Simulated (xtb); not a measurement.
xtb 6.7.1, GFN1-xTB: CC(C)(C)N=[C]C=NC(C)(C)C, charge 0, multiplicity 2, 31 atoms. The geometry is a generated start, not checked to be a minimum at this level.

```yaml
run_flags: --grad
method: GFN1-xTB
"--acc": 1 (default)
"--etemp (K)": 300 (default)
basis_functions: 86
valence_electrons: 69
```

Charge 0 and multiplicity 2 are set for this test and not shown to be the ground state. GFN-xTB has no spin term: --uhf 1 sets the occupations alone.

One run each on 1 thread. Values of broydamp tried: 0.02, 0.05, 0.1, 0.2, 0.4 (default), 0.6, 0.8, 1.

Which value of broydamp needs the fewest SCC iterations, and what happens away from it?

Fewest SCC iterations, within one of each other: 0.2 with 12, 0.4 (default) with 11, 0.6 with 11. The count rises to 20 at 0.02. All converge to one solution.

```
broydamp       SCC iterations            end
-------------  --------------  -------------
0.02                       20  same solution
0.05                       18  same solution
0.1                        15  same solution
0.2                        12  same solution
0.4 (default)              11  same solution
0.6                        11  same solution
0.8                        13  same solution
1                          14  same solution
```
